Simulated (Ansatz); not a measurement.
**SiO2, response to strain**

The reference is SiO$_{2}$ in the rutile structure (space group P4_2/mnm, No. 136; a = 4.155 Å, c = 2.661 Å).

Strains are applied to the cell and any free atomic positions relax.

Level of theory: Ansatz (a first-principles code), LDA, PAW, cutoff 420 eV, no spin-orbit coupling.

Notes on the quantities. pressure: mean of the normal stresses, compression positive.

```csv
case,volume per atom,electron mass,band gap,pressure
base,7.66 Å³,"0.40 mₑ along c, 0.52 mₑ across (at Γ)",5.81 eV,-0.01 GPa
isotropic strain −3.00 %,6.99 Å³,"0.25 mₑ along c, 0.85 mₑ across (at Γ)",6.80 eV,35.47 GPa
isotropic strain −2.40 %,7.12 Å³,"0.26 mₑ along c, 0.86 mₑ across (at Γ)",6.74 eV,27.19 GPa
isotropic strain −1.80 %,7.25 Å³,"0.26 mₑ along c, 0.87 mₑ across (at Γ)",6.68 eV,19.54 GPa
isotropic strain −1.20 %,7.39 Å³,"0.41 mₑ along c, 0.56 mₑ across (at Γ)",[?],12.48 GPa
isotropic strain −0.60 %,7.52 Å³,"0.41 mₑ along c, 0.54 mₑ across (at Γ)",6.12 eV,[?]
```

Fill in the withheld entries from the trend.


- isotropic strain −1.20 %, band gap: 6.44 eV
- isotropic strain −0.60 %, pressure: 5.98 GPa

Masses are band curvatures over ±0.01 Å⁻¹ around the edge. Stability against distortions was not tested.
